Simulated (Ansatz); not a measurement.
Consider V3Si in the A15 (Cr3Si type) structure (space group Pm-3n, No. 223).

```cif
data_Si2V6
_chemical_formula_sum 'V6 Si2'
_space_group_name_H-M_alt 'P 1'
_space_group_IT_number 1
_cell_length_a 4.64951
_cell_length_b 4.64951
_cell_length_c 4.64951
_cell_angle_alpha 90.000
_cell_angle_beta 90.000
_cell_angle_gamma 90.000
loop_
_space_group_symop_operation_xyz
  'x, y, z'
loop_
_atom_site_label
_atom_site_type_symbol
_atom_site_fract_x
_atom_site_fract_y
_atom_site_fract_z
_atom_site_occupancy
V1 V 0.25000 0.00000 0.50000 1
V2 V 0.75000 0.00000 0.50000 1
V3 V 0.00000 0.50000 0.25000 1
V4 V 0.00000 0.50000 0.75000 1
V5 V 0.50000 0.25000 0.00000 1
V6 V 0.50000 0.75000 0.00000 1
Si1 Si 0.00000 0.00000 0.00000 1
Si2 Si 0.50000 0.50000 0.50000 1
```

Calculations: PBEsol/PAW in Ansatz (an electronic-structure program), spin-orbit coupling left out.

Base values:

- Lattice parameter a: 4.650 Å
- Band gap: zero

The change: hydrostatic tension (pressure −2 GPa).

**Question.** What happens to the lattice parameter a?

**Answer.** The lattice parameter a goes up by 0.015 Å to 4.665 Å.

**Question.** What does the calculation give for the band gap after the change?

**Answer.** The band gap stays zero.

Load acts through the strain it causes; cell and atoms are relaxed under it. No phonon test of stability was made. Seeded moments were not kept for the base. All final runs are without spin polarisation.
